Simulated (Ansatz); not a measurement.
A self-consistent single point of Rb2TlInCl6 (P1, 10 atoms in the cell) with Ansatz (a first-principles code).

Method: PBEsol, default PAW files made with PBE (plane waves; Ansatz).

```yaml
crystal:
  lattice:
    - [0.00000, 5.58870, 5.58870]
    - [5.58870, 0.00000, 5.58870]
    - [5.58870, 5.58870, 0.00000]
  atoms:
    - { symbol: Rb, position: [0.75122, 0.74769, 0.74889] }
    - { symbol: Rb, position: [0.25032, 0.24507, 0.25122] }
    - { symbol: Tl, position: [0.50212, 0.50011, 0.50167] }
    - { symbol: In, position: [0.00031, 0.00166, 0.99753] }
    - { symbol: Cl, position: [0.76997, 0.23103, 0.23084] }
    - { symbol: Cl, position: [0.22586, 0.77158, 0.76930] }
    - { symbol: Cl, position: [0.22701, 0.76925, 0.23045] }
    - { symbol: Cl, position: [0.77260, 0.22990, 0.77286] }
    - { symbol: Cl, position: [0.23093, 0.23322, 0.76778] }
    - { symbol: Cl, position: [0.76966, 0.77048, 0.22947] }
```

Reference input (self-consistent single point, DFT, HSE06, plane waves, default PAW files made with PBE): basis.ecutwfc = 420 eV; kpoints.mp_grid.grid = 2 2 2; hamiltonian.xc = hse06; hamiltonian.pseudopotentials = {kind: paw} (the program's default PAW files); scf.occupations.method = fixed. This run's input differs from it in these lines:

Ansatz 0.2 input:
```diff
@@ -22,3 +22,3 @@
 hamiltonian:
-  xc: hse06
+  xc: pbesol
   pseudopotentials: { kind: paw }
```

Log, with long lists cut:

```
SCF iter   1: F=—  HF=-29633.985841 eV  |F-HF|=—  |Δ(HF+E_count)|=         —  Δρ=3.00e-3  dr2=4.85e-2  ethr=1.77e-3  ⟨swp⟩=5.6  Hψ=1575  notcnv=0  defer=53
all-band conjugate gradients solve this SCF's bands
preconditioner: auto → Resta (q_TF=auto, 2.160 Å⁻¹)
SCF iter   2: F=—  HF=-29633.971850 eV  |F-HF|=—  |Δ(HF+E_count)|=   1.40e-2  Δρ=1.03e-3  dr2=4.45e-3  ethr=5.64e-5  ⟨swp⟩=2.1  Hψ=632  notcnv=0  defer=64
SCF iter   3: F=—  HF=-29633.970967 eV  |F-HF|=—  |Δ(HF+E_count)|=   8.83e-4  Δρ=3.05e-4  dr2=3.00e-4  ethr=5.17e-6  ⟨swp⟩=2.0  Hψ=542  notcnv=0  defer=64
SCF iter   4: F=—  HF=-29633.971039 eV  |F-HF|=—  |Δ(HF+E_count)|=   7.21e-5  Δρ=5.25e-5  dr2=1.29e-5  ethr=3.49e-7  ⟨swp⟩=2.1  Hψ=639  notcnv=0  defer=64
SCF iter   5: F=—  HF=-29633.970959 eV  |F-HF|=—  |Δ(HF+E_count)|=   8.02e-5  Δρ=1.71e-5  dr2=8.95e-7  ethr=1.50e-8  ⟨swp⟩=2.0  Hψ=706  notcnv=0  defer=57
SCF iter   6: F=-29633.970961 eV  HF=-29633.970961 eV  |F-HF|=3.93e-8  |Δ(HF+E_count)|=   1.69e-6  Δρ=3.05e-6  dr2=3.81e-8  ethr=1.16e-10  ⟨swp⟩=22.2  Hψ=2845  notcnv=0
SCF 1 converged in 6 iterations: F = -29633.970961 eV  dr2 = 3.81e-8
Free energy (F): -29633.970961 eV
Internal energy: -29633.970961 eV  (E = F + TS)
E sigma→0 (E₀):  -29633.970961 eV
Fermi energy:    1.995743 eV
--- Forces (eV/Å), atoms counted from 1 ---
  atom   1  Rb    -0.01085892     0.01007396     0.00488690
  atom   2  Rb     0.00115114     0.00152257    -0.00204420
  atom   3  Tl    -0.02675053    -0.04524656     0.00224797
  atom   4  In     0.08461653     0.16783439    -0.01808045
  atom   5  Cl    -0.35997845     0.00728215     0.00805747
  atom   6  Cl     0.29600136     0.00515511     0.02758097
  atom   7  Cl    -0.00210491    -0.30427892     0.03038221
  atom   8  Cl     0.00904968     0.15027876     0.00570110
  atom   9  Cl    -0.00743299     0.01979240    -0.39087586
  atom  10  Cl     0.01628730    -0.01244092     0.33212834
--- Stress (GPa, compression-positive) ---
       -1.479697      -0.019553      -0.021504
       -0.019553      -1.389038       0.033739
       -0.021504       0.033739      -1.505868
  P = ⅓ Tr σ = -1.4582 GPa (-14.582 kbar)
  The stress holds the Pulay correction. Without it, at fixed plane waves, as pw.x and ABINIT print it: P = -1.4678 GPa
```

The run converged in 6 iterations. Against the reference run the pressure goes from -0.77 to -1.46 GPa, the largest force goes from 0.522 to 0.391 eV/Å and the gap on the mesh goes from 3.122 to 2.141 eV.

The starting cell comes from a database of computed structures (which also holds hypothetical and non-ambient phases and stackings), without a prior relaxation at this level. Its atoms were displaced at random from the sites of space group no. 225. Spin-orbit coupling is off. Ansatz's pressure includes its estimate of the finite-basis (Pulay) stress.
